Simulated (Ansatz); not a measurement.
# A computed series for Ta2GaC: pressure series

The parent structure is Ta2GaC (space group P6_3/mmc, No. 194; a = 3.095 Å, c = 13.490 Å; a cell from a computed database, its experimental status unchecked).

Cell and atoms are relaxed at each pressure.

Level of theory: PBEsol in Ansatz (plane waves to 420 eV, PAW, scalar-relativistic without spin-orbit coupling).

```tsv
P (GPa)	V (Å³/atom)
-1.99	14.126
-0.98	14.056
0.29	13.968
0.68	13.941
1.49	13.889
2.98	13.794
5.00	13.672
7.50	13.529
10.00	13.394
```

A third-order Birch–Murnaghan fit to these points gives V₀ = 13.99 Å³/atom, B₀ = 207 GPa and B₀′ = 5.1. At pressure 10 GPa the volume is 95.8 % of V₀.

Load acts through the strain it causes; cell and atoms are relaxed under it. Stability against distortions was not tested. No other phases were tried under pressure. All final runs are without spin polarisation.

Ansatz is a quantum-chemistry and plane-wave program.
